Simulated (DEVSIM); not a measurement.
# Schottky contact on p-type GaAs

Structure: Schottky contact on p-type GaAs, at 300 K.

```
layer (left to right)  material  thickness (μm)  Na (cm⁻³)  τn (s)  τp (s)
---------------------  --------  --------------  ---------  ------  ------
1                          GaAs            17.0     9.1e16  6.7e-9  6.7e-9
```

Left contact: Schottky, work function 4.944 eV, emission velocity 9e6 cm/s. Right contact: ohmic. Voltage is applied to the left contact. Recombination: SRH at mid-gap. Mobility is μmin + (μ − μmin)/(1 + (N/Nref)^α).

This is a model device: material constants are rounded textbook-type values typed into the input, and sizes, dopings and lifetimes were drawn at random. Values at 300 K.

```csv
parameter,GaAs
gap (eV),1.424
affinity (eV),4.07
permittivity,12.9
Nc (cm⁻³),4.7e17
Nv (cm⁻³),9e18
μn (cm²/Vs),8500
μp (cm²/Vs),400
"μn,min",500
"μp,min",20
"Nref,n",6e16
"Nref,p",1.5e17
αn,0.39
αp,0.38
```

Model (solved in DEVSIM): 1D drift-diffusion, Boltzmann statistics, complete ionisation; no tunnelling, impact ionisation, image-force lowering or self-heating. Metal contacts follow the ideal Schottky-Mott rule: no Fermi-level pinning, no interface dipoles.

- Potential step across the device at zero bias: 0.431 V
- Largest field in the device at zero bias: 100000 V/cm
- Dark forward voltage at 1 A/cm²: 0.138 V
- Dark forward voltage at 100 A/cm²: 0.313 V

Small-signal capacitance in reverse bias (quasi-static):

```csv
V (V),C (nF/cm²)
0.4,102
1,77.0
2,58.8
3,49.5
4,43.5
6,36.1
```

Dark reverse current:

```
V (V)  J (A/cm²)
-----  ---------
0.40      0.0058
1.00      0.0062
2.00      0.0064
3.00      0.0066
4.00      0.0067
6.00      0.0068
```
